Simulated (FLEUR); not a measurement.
# Equation of state of zinc-blende BeTe (space group 216): energy against volume (FLEUR, LDA)

```
BeTe
1.0
    0.00000     2.70552     2.70552
    2.70552     0.00000     2.70552
    2.70552     2.70552     0.00000
Be Te
1 1
Direct
  0.00000   0.00000   0.00000
  0.75000   0.75000   0.75000
```

Method of the run: LDA (Vosko-Wilk-Nusair), all-electron FLAPW (FLEUR), scalar-relativistic valence in FLEUR. Settings: Kmax = 4.56 1/bohr; GmaxXC = 16 1/bohr; xcFunctional = vwn; jspins = 1; l_soc = F; mode = hist; fermiSmearingEnergy = 0.00036749 Htr; mesh (inpgen div1-3) = 10 10 10; inpgen gamma flag = true; Gmax = 16 1/bohr; numbands = 0; maxIterBroyd = 25; imix = Anderson; alpha = 0.05; precondParam = 0; minDistance = 1e-05 me/bohr^3. The cell above is the first row's. The rows scale it uniformly. In all rows fractional positions and the k mesh are held. E is the free energy at the stated smearing, counted from the lowest row.

| V (Å^3/atom) | E (meV/atom) |
|---|---|
| 19.804 | 27.93 |
| 20.234 | 14.53 |
| 20.665 | 5.70 |
| 21.095 | 0.99 |
| 21.526 | 0.00 |
| 21.956 | 2.39 |
| 22.387 | 7.82 |
| 22.818 | 16.03 |
| 23.248 | ? |

**Question.** Using the third-order Birch-Murnaghan form, a cubic in V^(-2/3), estimate the missing E at V = 23.248 from the other rows, showing the fit.

**Answer.** With u = V^(-2/3) - 0.130, the rows have u = 0.006615, 0.004672, 0.002793, 0.000983, -0.000772, -0.002464, -0.004107, -0.005697. Least squares gives E = 0.004 + 441.4·u + 571292·u² + 18205·u³. Residuals (row less fit): 0.002, -0.008, 0.006, 0.000, -0.004, 0.005, -0.006, 0.002; standard error 0.007 (degrees of freedom: 4). Its minimum lies at u = -0.000386, so V0 = (0.129614)^(-3/2) = 21.43. There d²E/du² = 1143000 and d³E/du³ = 109200, so B0 = (4/9) × 21.43^(-7/3) × 1143000 × 0.160218 = 63.8 GPa (the last factor turns the table's units into GPa), and B0' = 4 + (2/3) × 0.129614 × (109200)/1143000 = 4.0. At the withheld row, u = -0.007235, so E = 0.004 + 441.4 × (-0.007235) + 571292 × (-0.007235)² + 18205 × (-0.007235)³ = 26.708 meV/atom. The calculation gives 26.72 meV/atom, 0.012 meV/atom above the prediction (under 0.05 % of the range of E in the table). The row lies outside the fitted rows, so this is an extrapolation. From the scatter of the fitted rows alone, a prediction at this place has a standard error of 0.017 meV/atom, so the miss is 0.7 times that.

Carrying the step between the two nearest rows on in a straight line would have given 24.22, off by 2.50; series whose last step already gives the withheld value aren't shown. The scan was laid around a cell of about the measured size, scaled by a guess for this functional. The runs keep the symmetry of the cell, so they don't test it for distortions. Values depend on the basis (sphere radii, cutoffs, local orbitals), which need not be converged. Spin-orbit coupling is off. Cutoffs and mesh are single choices, not tested for convergence of this quantity. Series with a scatter that would blur these digits, or in which a gap closes, are not shown. Nor are scans whose minimum lies at an end fitted in this form.
